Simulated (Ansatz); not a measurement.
The reference is Si in the diamond structure (space group Fd-3m, No. 227; a = 5.4021 Å). Axes: x, y, z lie along the cube axes.

Computed with plane-wave PAW DFT at the LDA level (Ansatz, an electronic-structure program, 420 eV), no spin-orbit coupling.

For the base:

```
Quantity                            Result
---------------------  -------------------
Valence-band top at Γ  0.00, 0.00, 0.00 eV
```

It is then changed as follows: biaxial strain −0.50 %, plane normal [001], relaxed out of plane (Cartesian); in-plane vectors clamped, the third vector and the atoms free.

**Question.** Predict the new in-plane stress.

**Answer.** The mean in-plane stress (compression positive) amounts to +0.9 GPa.

**Question.** How does this affect the out-of-plane strain?

**Answer.** The out-of-plane strain comes out as +0.40 %.

**Question.** What does the calculation give for the valence-band top at Γ after the change?

**Answer.** The valence-band top at Γ (three highest levels, from the VBM) becomes 0.00, 0.00, -0.06 eV (base: 0.00, 0.00, 0.00 eV).

The levels and masses belong to the bands next to the band gap. Whether these cells are dynamically stable was not tested.
